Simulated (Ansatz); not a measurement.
An Ansatz (a program for electronic structure) run: TiAl with a change (uniaxial strain ε_zz = +2.00 %); Ansatz, LDA, PAW, cutoff 420 eV, scalar-relativistic without spin-orbit coupling.

Input:

Ansatz 0.2 input:
```yaml
crystal:
  lattice:
    - [2.766164054, 0, 0]
    - [0, 2.766164054, 0]
    - [0, 0, 4.0821366878]
  atoms:
    - { symbol: Ti, position: [0, 0, 0] }
    - { symbol: Al, position: [0.5, 0.5, 0.5] }
basis: { ecutwfc: 420, ecutrho_ratio: 4, xc_grid: 2, fft_grid_basis: typed }
kpoints: { mp_grid: { grid: [21, 21, 15] } }
hamiltonian:
  xc: lda
  dispersion: none
  pseudopotentials: { kind: paw }
scf: { occupations: { method: fermi_dirac, width: 0.1 }, convergence: { dr2_threshold: 0.0000000002 } }
relax: { f_tol: 0.005, max_steps: 50 }
output: { forces: true, stress: true }
checkpoint: { write: state.ck, write_every: 1000 }
```

Output:

```
Relaxation: its limit of steps is 50 (relax.max_steps)
WARN ansatz: RAYON_NUM_THREADS=1 ignored (pool sized by the plan → 1); use --threads N
Pseudopotentials: kind: paw
Pseudopotential: Ti, paw, valence charge 12
Pseudopotential: Al, paw, valence charge 3
Functional definition: SPW92
Crystal: 2 atoms, lattice volume = 31.235 Å³
Basis set: ecut = 420 eV, 617 PW (Γ), exchange–correlation on 40×40×60 points (8 copies of the dense FFT grid, shifted against one another)
Bands: 12, of which v1, the nominal top of the filled ones, is band 8 counted from 1 (7 counted from 0)
Symmetry: 16 space group operations
Space group: P4/mmm (ITA 123), of the structure as read, at distance tolerance 3.1e-5 Å
k-points: 528 of 6615
PAW frozen core: Ti, regenerated for the run's functional, and the local potential with it
PAW frozen core: Al, regenerated for the run's functional, and the local potential with it
Initial density: superposition of atomic densities (neutral atoms: chi_scale 0, normalization atom), corrected by the library's trained network
Initial wavefunctions: pseudopotential atomic-orbital guess
Eigensolver: davidson
Functional: x = slater, c = lda
SCF iter   1: F=—  HF=-2964.050077 eV  |F-HF|=—  |Δ(HF+E_count)|=         —  Δρ=5.65e-3  dr2=1.32e-2  ethr=1.77e-3  ⟨swp⟩=5.0  Hψ=32058  notcnv=0
all-band conjugate gradients solve this SCF's bands
preconditioner: auto → none
SCF iter   2: F=—  HF=-2964.048833 eV  |F-HF|=—  |Δ(HF+E_count)|=   1.24e-3  Δρ=3.85e-3  dr2=8.32e-3  ethr=8.83e-5  ⟨swp⟩=1.0  Hψ=10560  notcnv=0
SCF iter   3: F=—  HF=-2964.047273 eV  |F-HF|=—  |Δ(HF+E_count)|=   1.56e-3  Δρ=3.74e-4  dr2=2.08e-5  ethr=5.55e-5  ⟨swp⟩=1.6  Hψ=6973  notcnv=0
SCF iter   4: F=—  HF=-2964.047282 eV  |F-HF|=—  |Δ(HF+E_count)|=   9.47e-6  Δρ=7.90e-5  dr2=1.40e-6  ethr=1.38e-7  ⟨swp⟩=2.5  Hψ=10112  notcnv=0
SCF iter   5: F=—  HF=-2964.047282 eV  |F-HF|=—  |Δ(HF+E_count)|=   2.59e-7  Δρ=1.32e-5  dr2=3.27e-8  ethr=9.35e-9  ⟨swp⟩=1.9  Hψ=7549  notcnv=0
SCF iter   6: F=—  HF=-2964.047282 eV  |F-HF|=—  |Δ(HF+E_count)|=   1.35e-9  Δρ=1.90e-6  dr2=1.48e-9  ethr=2.18e-10  ⟨swp⟩=2.6  Hψ=10127  notcnv=0
SCF iter   7: F=-2964.047282 eV  HF=-2964.047282 eV  |F-HF|=1.82e-12  |Δ(HF+E_count)|=  2.98e-10  Δρ=2.94e-7  dr2=1.43e-11  ethr=1.33e-12  ⟨swp⟩=4.0  Hψ=18569  notcnv=0
SCF 1 converged in 7 iterations: F = -2964.047282 eV  dr2 = 1.43e-11
relax step   1: F+E_penalty+E_count = -2964.04728227 eV  Δ(F+E_penalty+E_count) = +0.000e0 eV  max|allowed force component| = 1.479e-30 eV/Å  Δτ_max = 0.0000 Å  (7 SCF iters, accepted)
the relaxation is at rest under the 16 symmetry operations that the run kept from its start: a minimum is not shown …
SCF converged after 7 iterations
Free energy (F): -2964.047282 eV
Harris-Foulkes:  -2964.047282 eV  (|F-HF|=1.82e-12)
Internal energy: -2963.987757 eV  (E = F + TS)
E sigma→0 (E₀):  -2964.017520 eV
Entropy (-TS):   -0.059525 eV (-29.763 meV/atom)
Fermi energy:    11.220521 eV
--- Per-component energies (eV) ---
  E_band       = -157.974432
  E_kinetic    = 297.876618
  E_local      = -1070.743441  (includes V_loc(G=0)·N_el)
  E_nonlocal   = 23.910639
  E_hartree    = 459.898233
  E_xc         = -136.957200
  E_vxc        = -152.166249  (∫ρ·V_xc dr)
  E_paw        = -1443.068028  (= ΣΔE_a)
  E_vpaw       = -176.648527  (= ΣTr[D̂ρ^β])
  E_aug_tail   = 0.000100  (compensation charges beyond the density's cutoff)
  E_ewald      = -1095.286346
  E_core_change = 0.381667  (= ΣΔE_core)
  E_smearing   = -0.059525  (= −TS)
  E_closure    = 0.000000  (closes the sum)
  Σ components = -2964.047282   (vs F -2964.047282, Δ=0.00e0)
  [band-id]    e_kinetic+e_local+e_nonlocal+2·e_hartree+e_vxc+e_vpaw+e_augmentation_tail = -157.974393   (vs E_band -157.974432, Δ=3.89e-5)
--- Forces (eV/Å), atoms counted from 1 ---
  atom   1  Ti    -0.00000000     0.00000000     0.00000000
  atom   2  Al     0.00000000     0.00000000     0.00000000
  max |Σ_I F_I| component: 3.94e-31 eV/Å
--- Stress (GPa, compression-positive) ---
       -1.851308       0.000000       0.000000
        0.000000      -1.851308       0.000000
        0.000000       0.000000      -3.522814
  P = ⅓ Tr σ = -2.4085 GPa (-24.085 kbar)
  The stress holds the Pulay correction. Without it, at fixed plane waves, as pw.x and ABINIT print it: P = -2.4668 GPa
  The stress includes an estimate of the error left by incomplete SCF convergence (largest component -0.0001 GPa).
--- Band table ---
  band table: none
--- Relaxed structure (1 steps of the walk, 1 accepted, 0 SCFs on fresh bases) ---
  F+E_penalty+E_count = -2964.04728227 eV   max|allowed force component| = 1.479e-30 eV/Å
  atoms:
    - { symbol: Ti, position: [0.0, 0.0, 0.0] }
    - { symbol: Al, position: [0.49999999999999994, 0.49999999999999994, 0.4999999999999999] }
```

Stability against distortions was not tested. All final runs are without spin polarisation. The cell was made from TiAl (space group P4/mmm, No. 123) by this change: uniaxial strain ε_zz = +2.00 %.
